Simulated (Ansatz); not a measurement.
# NaI: biaxial strain −3.00 %, plane normal [001], relaxed out of plane

Consider NaI in the rock salt structure (space group Fm-3m, No. 225; a = 6.402 Å). Axes: x, y, z lie along the cube axes.

It is then changed as follows: compressive biaxial strain of 3.00 % in the plane normal to [001], as in epitaxy on a mismatched substrate; the out-of-plane cell vector and the atoms relax.

All numbers come from PBEsol in Ansatz (plane waves to 420 eV, PAW, without spin-orbit coupling). Γ-centred 9×9×9 mesh, Fermi–Dirac width 0.05 eV.

```json
[
 {"quantity": "volume per atom", "base": "32.80 Å³", "changed": "31.28 Å³", "shift": "-1.52 Å³"},
 {"quantity": "space group", "base": "Fm-3m (No. 225)", "changed": "I4/mmm (No. 139)", "shift": "–"},
 {"quantity": "shortest interatomic distance", "base": "3.201 Å", "changed": "3.105 Å", "shift": "-0.096 Å"},
 {"quantity": "energy relative to the base (free energy F)", "base": "0 meV/atom", "changed": "+8.6 meV/atom", "shift": "+8.6 meV/atom"},
 {"quantity": "pressure (mean of the normal stresses, compression positive)", "base": "0.01 GPa", "changed": "1.01 GPa", "shift": "+1.00 GPa"},
 {"quantity": "band gap", "base": "3.60 eV", "changed": "3.70 eV", "shift": "+0.109 eV"},
 {"quantity": "gap character", "base": "direct at Γ", "changed": "direct at Γ", "shift": "–"},
 {"quantity": "electron mass", "base": "0.26 mₑ (at Γ)", "changed": "0.25 mₑ (at Γ)", "shift": "–"},
 {"quantity": "hole mass", "base": "–", "changed": "0.33 mₑ out of plane, 1.5 mₑ in plane (at Γ)", "shift": "–"},
 {"quantity": "valence-band top at Γ (three highest levels, from the VBM)", "base": "0.00, 0.00, 0.00 eV", "changed": "0.00, -0.04, -0.04 eV", "shift": "–"},
 {"quantity": "valley order (the lowest conduction-band minima on the path, energy above the VBM, named in the base's zone)", "base": "Γ 3.60 eV; X along ⟨100⟩ 4.47 eV; L along ⟨111⟩ 4.96 eV", "changed": "Γ 3.70 eV; X along [100] 4.46 eV; X along [001] 4.53 eV; L along [1-1-1] 4.94 eV", "shift": "–"},
 {"quantity": "out-of-plane strain", "base": "–", "changed": "+1.36 %", "shift": "–"},
 {"quantity": "ratio −ε⊥/ε∥", "base": "–", "changed": "0.45", "shift": "–"},
 {"quantity": "mean in-plane stress (compression positive)", "base": "–", "changed": "+1.5 GPa", "shift": "–"}
]
```

Final structure (turned so that z lies along the plane normal):

```yaml
crystal:
  lattice:
    - [4.39116, 0.00000, 0.00000]
    - [0.00000, 4.39116, 0.00000]
    - [2.19558, -2.19558, 3.24443]
  atoms:
    - { symbol: Na, position: [0.00000, 0.00000, 0.00000] }
    - { symbol: I, position: [0.50000, 0.50000, 0.00000] }
```

With I present, leaving out spin-orbit coupling can change the band edges. Masses are band curvatures over ±0.01 Å⁻¹ around the edge. Whether these cells are dynamically stable was not tested. Labels are those of the standard path for the cell's own space group.

Ansatz is an electronic-structure program.
